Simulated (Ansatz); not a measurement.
```
PbTe
1.0
    0.00000     3.28447     3.28447
    3.28447     0.00000     3.28447
    3.28447     3.28447     0.00000
Te Pb
1 1
Cartesian
  0.00000   0.00000   0.00000
  3.28447   3.28447   3.28447
```

No spin polarisation.

All numbers come from PBE (Ansatz, a first-principles code, PAW, scalar-relativistic without spin-orbit coupling). Settings: 9×9×9 k-points, 0.05 eV Fermi–Dirac smearing.

Task: Predict the electron mass and space group.

Result: 
* **Electron mass**: 0.30 mₑ along k, 0.11 mₑ across (at L)
* **Space group**: Fm-3m (No. 225)

Spin-orbit coupling, missing from the scalar runs, can matter with Pb and Te. The levels and masses belong to the bands next to the band gap. Masses are band curvatures over ±0.01 Å⁻¹ around the edge. Along k means along the line from Γ to the band edge. No phonon test of stability was made. The cell was made from PbSe by this change: Se → Te.
